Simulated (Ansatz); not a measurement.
Input and output of a self-consistent single point for VRe (Cmm2, 2 atoms in the cell) (Ansatz, a quantum-chemistry and plane-wave program).

Method: LDA (PW92), default PAW files made with PBE (plane waves; Ansatz).

```yaml
crystal:
  lattice:
    - [1.50727, -2.17574, 0.00000]
    - [1.50727, 2.17574, 0.00000]
    - [0.00000, 0.00000, 4.20942]
  atoms:
    - { symbol: V, position: [0.50000, 0.50000, 0.51188] }
    - { symbol: Re, position: [0.00000, 0.00000, 0.00000] }
```

Reference input (self-consistent single point, DFT, LDA (PW92), plane waves, default PAW files made with PBE): basis.ecutwfc = 420 eV; kpoints.mp_grid.grid = 11 11 7; hamiltonian.xc = lda; hamiltonian.pseudopotentials = {kind: paw} (the program's default PAW files); scf.occupations.method = fermi_dirac; scf.occupations.width = 0.1 eV. This run's input differs from it in these lines:

Ansatz 0.2 input:
```diff
@@ -10,3 +10,3 @@
 basis:
-  ecutwfc: 420.0
+  ecutwfc: 380.0
 kpoints:
```

Log, with long lists cut:

```
SCF iter   1: F=—  HF=-13468.596677 eV  |F-HF|=—  |Δ(HF+E_count)|=         —  Δρ=6.47e-3  dr2=8.30e-3  ethr=1.77e-3  ⟨swp⟩=4.6  Hψ=10786  notcnv=0
all-band conjugate gradients solve this SCF's bands
preconditioner: auto → none
SCF iter   2: F=—  HF=-13468.596348 eV  |F-HF|=—  |Δ(HF+E_count)|=   3.29e-4  Δρ=4.25e-3  dr2=8.85e-3  ethr=2.96e-5  ⟨swp⟩=1.8  Hψ=4280  notcnv=0
SCF iter   3: F=—  HF=-13468.595456 eV  |F-HF|=—  |Δ(HF+E_count)|=   8.92e-4  Δρ=1.61e-3  dr2=6.40e-4  ethr=2.96e-5  ⟨swp⟩=1.3  Hψ=2668  notcnv=0
SCF iter   4: F=—  HF=-13468.595417 eV  |F-HF|=—  |Δ(HF+E_count)|=   3.90e-5  Δρ=5.45e-4  dr2=9.90e-5  ethr=2.29e-6  ⟨swp⟩=2.0  Hψ=3471  notcnv=0
SCF iter   5: F=—  HF=-13468.595404 eV  |F-HF|=—  |Δ(HF+E_count)|=   1.29e-5  Δρ=1.85e-4  dr2=1.86e-5  ethr=3.54e-7  ⟨swp⟩=2.1  Hψ=4124  notcnv=0
SCF iter   6: F=—  HF=-13468.595400 eV  |F-HF|=—  |Δ(HF+E_count)|=   4.84e-6  Δρ=3.55e-5  dr2=1.54e-7  ethr=6.65e-8  ⟨swp⟩=2.0  Hψ=3475  notcnv=0
SCF iter   7: F=-13468.595400 eV  HF=-13468.595400 eV  |F-HF|=8.29e-10  |Δ(HF+E_count)|=   2.18e-8  Δρ=9.23e-6  dr2=6.15e-9  ethr=3.57e-10  ⟨swp⟩=4.5  Hψ=8906  notcnv=0
SCF 1 converged in 7 iterations: F = -13468.595400 eV  dr2 = 6.15e-9
Free energy (F): -13468.595400 eV
Internal energy: -13468.551466 eV  (E = F + TS)
E sigma→0 (E₀):  -13468.573433 eV
Entropy (-TS):   -0.043933 eV (-21.967 meV/atom)
Fermi energy:    21.068073 eV
--- Forces (eV/Å), atoms counted from 1 ---
  atom   1  V      0.00000000    -0.00000000    -0.58569567
  atom   2  Re     0.00000000     0.00000000     0.58568600
--- Stress (GPa, compression-positive) ---
       -7.019435       0.000000       0.000000
        0.000000      -7.611558      -0.000000
        0.000000      -0.000000      -7.540153
  P = ⅓ Tr σ = -7.3904 GPa (-73.904 kbar)
  The stress holds the Pulay correction. Without it, at fixed plane waves, as pw.x and ABINIT print it: P = -7.9309 GPa
```

The run converged in 7 iterations. Against the reference run the free energy rises by 3.2 meV/atom, the pressure stays at -7.39 GPa and the largest force moves little (0.585 to 0.586 eV/Å).

The starting cell comes from a database of computed structures (which also holds hypothetical and non-ambient phases and stackings), without a prior relaxation at this level. Its lattice was rescaled by up to half a per cent. One atom was moved a little off its site on purpose. Spin polarisation is off. Ansatz's pressure includes its estimate of the finite-basis (Pulay) stress. Without the estimate this run gives -7.93 GPa. The cutoff lies below the one recommended for these files.
